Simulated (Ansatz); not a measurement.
```xyz
8
Lattice="-2.6318 2.6919 5.2419 2.5764 -2.6731 5.2039 2.6917 2.7331 -5.2323" Properties=species:S:1:pos:R:3 pbc="T T T"
Zn     0.0155     2.7242     2.6117
Zn    -0.0037     0.0064    -0.0201
Si     2.6174     0.0365     2.5859
Si    -0.0269     0.0123     5.2219
P      1.3449     1.4494    -1.3002
P      1.3088     1.2886     3.9211
P      3.8909     1.3949     1.2993
P     -1.2653     1.3528     6.5441
```

No spin polarisation.

Calculations: Ansatz (a program for electronic structure), PBEsol, PAW, cutoff 420 eV, scalar-relativistic without spin-orbit coupling. Settings: 9×9×9 k-points, 0.05 eV Fermi–Dirac smearing.

**Question.** Predict the stress, band gap and valence-band top at Γ.

**Answer.** The stress (xx, yy, zz, yz, xz, xy; compression positive) is (1.42, -0.91, 0.21, -0.24, 0.77, -1.58) GPa. The band gap comes out as 1.07 eV and the valence-band top at Γ (three highest levels, from the VBM) comes out as 0.00, -0.10, -0.29 eV.

The cells carry an imposed strain or load. Whether these cells are dynamically stable was not tested. The cell was made from ZnSiP₂ in the chalcopyrite structure (space group I-42d, No. 122) by this change: strain tensor (xx, yy, zz, yz, xz, xy) = (−1.59, +1.34, +0.01, +0.18, −0.53, +1.12) %.
